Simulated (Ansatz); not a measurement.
# Worked example: self-consistent single point of CaNiGeH (P4/nmm, 8 atoms in the cell) in Ansatz

Level of theory: LDA (PW92), default PAW files made with PBE (plane waves; Ansatz, a first-principles code).

This input was run:

Ansatz 0.2 input:
```yaml
crystal:
  lattice:
    - [4.016260, 0.000000, 0.000000]
    - [0.000000, 4.016260, 0.000000]
    - [0.000000, 0.000000, 7.800250]
  atoms:
    - { symbol: Ca, position_ang: [0.000000, 2.008130, 6.619058] }
    - { symbol: Ca, position_ang: [2.008130, 0.000000, 1.181192] }
    - { symbol: Ni, position_ang: [0.000000, 0.000000, 3.900125] }
    - { symbol: Ni, position_ang: [2.008130, 2.008130, 3.900125] }
    - { symbol: Ge, position_ang: [0.000000, 2.008130, 2.675408] }
    - { symbol: Ge, position_ang: [2.008130, 0.000000, 5.124842] }
    - { symbol: H, position_ang: [0.000000, 0.000000, 0.000000] }
    - { symbol: H, position_ang: [2.008130, 2.008130, 0.000000] }
kpoints:
  mp_grid: { grid: [6, 6, 3] }
hamiltonian:
  xc: lda
  pseudopotentials: { kind: paw }
scf:
  occupations: { method: fermi_dirac, width: 0.05 }
output:
  forces: true
  eigenvalues: true
  stress: true
```

The program printed (abridged):

```
WARN basis.ecutwfc = 420 eV, the default
WARN ansatz: RAYON_NUM_THREADS=1 ignored (pool sized by the plan → 1); use --threads N
Pseudopotentials: kind: paw
Pseudopotential: Ca, paw, valence charge 10
Pseudopotential: Ni, paw, valence charge 18
Pseudopotential: Ge, paw, valence charge 14
Pseudopotential: H, paw, valence charge 1
Crystal: 8 atoms, lattice volume = 125.821 Å³
Basis set: ecut = 420 eV, 2443 PW (Γ)
Bands: 52, of which v1, the nominal top of the filled ones, is band 43 counted from 1 (42 counted from 0)
Symmetry: 16 space group operations
Space group: P4/nmm (ITA 129), of the structure as read, at distance tolerance 5.0e-5 Å
k-points: 20 of 108
PAW frozen core: Ca, regenerated for the run's functional, and the local potential with it
PAW frozen core: Ni, regenerated for the run's functional, and the local potential with it
PAW frozen core: Ge, regenerated for the run's functional, and the local potential with it
Initial density: superposition of atomic densities (neutral atoms: chi_scale 0, normalization atom), corrected by the library's trained network
Initial wavefunctions: pseudopotential atomic-orbital guess
Eigensolver: davidson
Functional: x = slater, c = lda
SCF iter   1: F=—  HF=-23559.193820 eV  |F-HF|=—  |Δ(HF+E_count)|=         —  Δρ=1.30e-2  dr2=1.26e-1  ethr=1.77e-3  ⟨swp⟩=9.6  Hψ=4521  notcnv=0  defer=16
all-band conjugate gradients solve this SCF's bands
preconditioner: auto → Kerker (q_TF=auto, 2.561 Å⁻¹)
SCF iter   2: F=—  HF=-23559.171271 eV  |F-HF|=—  |Δ(HF+E_count)|=   2.25e-2  Δρ=5.33e-3  dr2=2.98e-2  ethr=1.47e-4  ⟨swp⟩=2.5  Hψ=1528  notcnv=0  defer=45
SCF iter   3: F=—  HF=-23559.164164 eV  |F-HF|=—  |Δ(HF+E_count)|=   7.11e-3  Δρ=1.19e-3  dr2=3.53e-3  ethr=3.47e-5  ⟨swp⟩=2.0  Hψ=1247  notcnv=0  defer=45
SCF iter   4: F=—  HF=-23559.163383 eV  |F-HF|=—  |Δ(HF+E_count)|=   7.81e-4  Δρ=4.42e-4  dr2=8.38e-4  ethr=4.10e-6  ⟨swp⟩=2.0  Hψ=1576  notcnv=0  defer=45
SCF iter   5: F=—  HF=-23559.163206 eV  |F-HF|=—  |Δ(HF+E_count)|=   1.77e-4  Δρ=2.71e-4  dr2=3.48e-4  ethr=9.75e-7  ⟨swp⟩=2.0  Hψ=1559  notcnv=0  defer=45
SCF iter   6: F=—  HF=-23559.163144 eV  |F-HF|=—  |Δ(HF+E_count)|=   6.15e-5  Δρ=8.65e-5  dr2=3.32e-5  ethr=4.04e-7  ⟨swp⟩=2.1  Hψ=1275  notcnv=0  defer=45
SCF iter   7: F=—  HF=-23559.163149 eV  |F-HF|=—  |Δ(HF+E_count)|=   5.14e-6  Δρ=3.39e-5  dr2=4.24e-6  ethr=3.86e-8  ⟨swp⟩=1.8  Hψ=1052  notcnv=0  defer=45
SCF iter   8: F=—  HF=-23559.163149 eV  |F-HF|=—  |Δ(HF+E_count)|=   6.86e-7  Δρ=2.17e-5  dr2=1.05e-6  ethr=4.93e-9  ⟨swp⟩=2.0  Hψ=1266  notcnv=0  defer=45
SCF iter   9: F=-23559.163149 eV  HF=-23559.163149 eV  |F-HF|=3.94e-8  |Δ(HF+E_count)|=   1.40e-7  Δρ=8.15e-6  dr2=9.89e-8  ethr=1.16e-10  ⟨swp⟩=8.9  Hψ=4635  notcnv=0
SCF 1 converged in 9 iterations: F = -23559.163149 eV  dr2 = 9.89e-8
SCF converged after 9 iterations
Free energy (F): -23559.163149 eV
Harris-Foulkes:  -23559.163149 eV  (|F-HF|=3.94e-8)
Internal energy: -23559.120289 eV  (E = F + TS)
E sigma→0 (E₀):  -23559.141719 eV
Entropy (-TS):   -0.042859 eV (-5.357 meV/atom)
Fermi energy:    9.294725 eV
--- Per-component energies (eV) ---
  E_band       = -1374.891134
  E_kinetic    = 1374.575403
  E_local      = -19831.814383  (includes V_loc(G=0)·N_el)
  E_nonlocal   = 2260.566711
  E_hartree    = 8680.660041
  E_xc         = -608.287896
  E_vxc        = -713.072236  (∫ρ·V_xc dr)
  E_paw        = -8646.525862  (= ΣΔE_a)
  E_vpaw       = -1826.472107  (= ΣTr[D̂ρ^β])
  E_aug_tail   = -0.000676  (compensation charges beyond the density's cutoff)
  E_ewald      = -6793.544852
  E_core_change = 5.251225  (= ΣΔE_core)
  E_smearing   = -0.042859  (= −TS)
  E_closure    = -0.000000  (closes the sum)
  Σ components = -23559.163149   (vs F -23559.163149, Δ=0.00e0)
--- Forces (eV/Å), atoms counted from 1 ---
  atom   1  Ca    -0.00000000     0.00000000    -0.08646875
  atom   2  Ca     0.00000000     0.00000000     0.08646875
  atom   3  Ni     0.00000000     0.00000000    -0.00000000
  atom   4  Ni     0.00000000     0.00000000     0.00000000
  atom   5  Ge     0.00000000     0.00000000     0.50175593
  atom   6  Ge    -0.00000000     0.00000000    -0.50175593
  atom   7  H      0.00000000     0.00000000     0.00000000
  atom   8  H     -0.00000000     0.00000000    -0.00000000
  max |Σ_I F_I| component: 2.17e-19 eV/Å
--- Stress (GPa, compression-positive) ---
       -7.541344       0.000000      -0.000000
        0.000000      -7.541344       0.000000
       -0.000000       0.000000      -6.325821
  P = ⅓ Tr σ = -7.1362 GPa (-71.362 kbar)
  The stress holds the Pulay correction. Without it, at fixed plane waves, as pw.x and ABINIT print it: P = -7.1921 GPa
--- Band table (eV; the first three rows and the last of 20) ---
  k-point 0: bands = ["-93.0643", "-93.0606", "-53.9472", "-53.9472", "-53.9223", "-53.9223", "-53.8342", "-53.8295", "-30.8944", "-30.8713", "-14.8288", "-14.8288", "-14.8217", "-14.8217", "-14.8159", "-14.8146", "-14.8113", "-14.8110", "-14.7905", [...]
  k-point 1: bands = ["-93.0643", "-93.0606", "-53.9472", "-53.9472", "-53.9223", "-53.9223", "-53.8342", "-53.8295", "-30.8944", "-30.8713", "-14.8288", "-14.8288", "-14.8217", "-14.8217", "-14.8159", "-14.8148", "-14.8113", "-14.8108", "-14.7905", [...]
  k-point 2: bands = ["-93.0640", "-93.0608", "-53.9456", "-53.9456", "-53.9240", "-53.9240", "-53.8339", "-53.8298", "-30.8919", "-30.8718", "-14.8292", "-14.8283", "-14.8231", "-14.8222", "-14.8147", "-14.8136", "-14.8111", "-14.8101", "-14.7905", [...]
  k-point 19: bands = ["-93.0624", "-93.0624", "-53.9499", "-53.9499", "-53.9201", "-53.9201", "-53.8318", "-53.8318", "-30.8746", "-30.8746", "-14.8349", "-14.8349", "-14.8241", "-14.8241", "-14.8099", "-14.8099", "-14.8054", "-14.8054", [...]
```

The run converged in 9 iterations.

The starting cell comes from a database of computed structures (which also holds hypothetical and non-ambient phases and stackings), without a prior relaxation at this level. Spin polarisation is off. With a pressure of about -7 GPa the cell is away from its equilibrium volume at this level. Ansatz's pressure includes its estimate of the finite-basis (Pulay) stress.
